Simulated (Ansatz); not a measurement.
# Hypothetical diamond Te: biaxial strain +0.85 %, plane normal [001], relaxed out of plane

Base system: Te in the diamond structure (space group Fd-3m, No. 227; a = 7.186 Å; a hypothetical phase, not in the database extracts checked; relaxed with 0.1 eV smearing). Axes: x, y, z lie along the cube axes.

The change: tensile biaxial strain of 0.85 % in the plane normal to [001], as in epitaxy on a mismatched substrate; the out-of-plane cell vector and the atoms relax.

All numbers come from PBE, PAW, 420 eV (Ansatz, a first-principles code; no spin-orbit coupling). Γ-centred 14×14×14 mesh, Fermi–Dirac width 0.1 eV.

```tsv
quantity	base	changed	shift
volume per atom	46.39 Å³	45.90 Å³	-0.49 Å³
space group	Fd-3m (No. 227)	I4_1/amd (No. 141)	–
shortest interatomic distance	5.881 bohr	5.861 bohr	-0.0190 bohr
energy relative to the base (free energy F)	0 meV/atom	-0.9 meV/atom	-0.9 meV/atom
pressure (mean of the normal stresses, compression positive)	0.0 GPa	0.3 GPa	+0.3 GPa
band gap	zero	zero	–
out-of-plane strain	–	-2.71 %	–
ratio −ε⊥/ε∥	–	3.19	–
mean in-plane stress (compression positive)	–	+0.4 GPa	–
```

Final structure (turned so that z lies along the plane normal):

```
CELL_PARAMETERS angstrom
      5.12479     0.00000     0.00000
      0.00000     5.12479     0.00000
      2.56239    -2.56239     3.49571
ATOMIC_POSITIONS crystal
  Te 0.75000 0.75000 0.50000
  Te 0.00000 0.00000 0.00000
```

Whether these cells are dynamically stable was not tested. Under biaxial strain +0.85 %, plane normal [001], relaxed out of plane the cell ends below the base's energy or with stress of the wrong sign: the atoms slid into a distortion or the cell is elastically unstable, so the base is not a stable minimum at this level.
